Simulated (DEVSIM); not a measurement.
Structure: Si n-p junction from an implanted or diffused profile, at 300 K.

| layer (left to right) | material | thickness (μm) | Na (cm⁻³) | τn (s) | τp (s) |
|---|---|---|---|---|---|
| 1 | Si | 180 | 4.8e15 | 3e-7 | 3e-7 |

Added donor profile: 6.7e17 cm⁻³ × exp(−(x − 0 μm)²/(2·(0.23 μm)²)). Left contact: ohmic. Right contact: ohmic. Voltage is applied to the left contact. Recombination: SRH at mid-gap, radiative. Gap narrowing is on: ΔEg = 6.92 meV × (l + √(l² + 0.5)), l = ln(N/1.3e17 cm⁻³), shared equally by both band edges. Mobility is μmin + (μ − μmin)/(1 + (N/Nref)^α).

Constants are typed, rounded textbook-type inputs, not results; the design itself was drawn at random and stands for no fabricated device. Values at 300 K.

```
parameter           Si
-------------  -------
gap (eV)         1.124
affinity (eV)     4.05
permittivity      11.7
Nc (cm⁻³)      2.86e19
Nv (cm⁻³)       3.1e19
μn (cm²/Vs)       1417
μp (cm²/Vs)        470
μn,min              52
μp,min              45
Nref,n          9.7e16
Nref,p          2.2e17
αn                0.68
αp                0.72
B (cm³/s)      4.7e-15
```

DEVSIM, 1D drift-diffusion, Boltzmann statistics, complete ionisation; no tunnelling, impact ionisation, image-force lowering or self-heating.

Q: Tabulate band edges, carrier densities and field at zero bias.

A: Energies count from the Fermi level of the right contact; mesh points crowd at the junctions.

| x (μm) | Ec (eV) | Ev (eV) | n (cm⁻³) | p (cm⁻³) | field (V/cm) |
|---|---|---|---|---|---|
| 0.000 | 0.097 | -1.003 | 6.7e17 | 440 | 19 |
| 0.02868 | 0.097 | -1.003 | 6.6e17 | 440 | 110 |
| 0.08032 | 0.099 | -1.002 | 6.3e17 | 450 | 300 |
| 0.1652 | 0.104 | -1.000 | 5.1e17 | 500 | 610 |
| 0.3818 | 0.133 | -0.983 | 1.6e17 | 940 | 1600 |
| 0.5934 | 0.207 | -0.915 | 9.4e15 | 13000 | 9500 |
| 0.7912 | 0.576 | -0.548 | 6.1e9 | 1.9e10 | 20000 |
| 1.064 | 0.877 | -0.246 | 52000 | 2.3e15 | 2900 |
| 1.455 | 0.897 | -0.227 | 25000 | 4.8e15 | ≈ 0 |
| 2.397 | 0.897 | -0.227 | 25000 | 4.8e15 | ≈ 0 |
| 4.894 | 0.897 | -0.227 | 25000 | 4.8e15 | ≈ 0 |
| 14.85 | 0.897 | -0.227 | 25000 | 4.8e15 | ≈ 0 |
| 35.56 | 0.897 | -0.227 | 25000 | 4.8e15 | ≈ 0 |
| 90.00 | 0.897 | -0.227 | 25000 | 4.8e15 | ≈ 0 |
| 153.6 | 0.897 | -0.227 | 25000 | 4.8e15 | ≈ 0 |
| 169.2 | 0.897 | -0.227 | 25000 | 4.8e15 | ≈ 0 |
| 175.8 | 0.897 | -0.227 | 25000 | 4.8e15 | ≈ 0 |
| 178.3 | 0.897 | -0.227 | 25000 | 4.8e15 | ≈ 0 |
| 179.5 | 0.897 | -0.227 | 25000 | 4.8e15 | ≈ 0 |
| 179.8 | 0.897 | -0.227 | 25000 | 4.8e15 | ≈ 0 |
| 179.9 | 0.897 | -0.227 | 25000 | 4.8e15 | ≈ 0 |
| 180.0 | 0.897 | -0.227 | 25000 | 4.8e15 | ≈ 0 |
